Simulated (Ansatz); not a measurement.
**InPd2 (space group Pnma, No. 62; a cell from a computed database, its experimental status unchecked)**

InPd2 has the orthorhombic space group Pnma (No. 62), Pearson symbol oP12. Cell: a = 5.627 Å, b = 4.179 Å, c = 8.249 Å, α = 90.00°, β = 90.00°, γ = 90.00°. In on 4c is coordinated by 10 Pd at 2.704–2.929 Å and 2 In at 3.296 Å. Pd1 on 4c is coordinated by 5 In at 2.736–2.887 Å and 7 Pd at 2.829–2.930 Å and 1 Pd at 3.449 Å. Pd2 on 4c is surrounded by 4 In at 2.704–2.714 Å and 1 In at 2.929 Å and 7 Pd at 2.851–2.972 Å and 1 Pd at 3.449 Å. (Neighbours: up to the widest gap in distance over summed covalent radii, below 1.35, at either atom.)

Calculations: PBEsol (Ansatz, a quantum-chemistry and plane-wave program), without spin-orbit coupling. Γ-centred 7×9×5 mesh, Fermi–Dirac width 0.05 eV.

```json
{
 "volume_per_atom": "16.17 Å³",
 "density": "11.22 g/cm³",
 "band_gap": "zero",
 "total_energy": "-6446.771 eV/atom (σ→0; compares only within this code and set-up)"
}
```

Stability against distortions was not tested. The final runs are not spin-polarised.
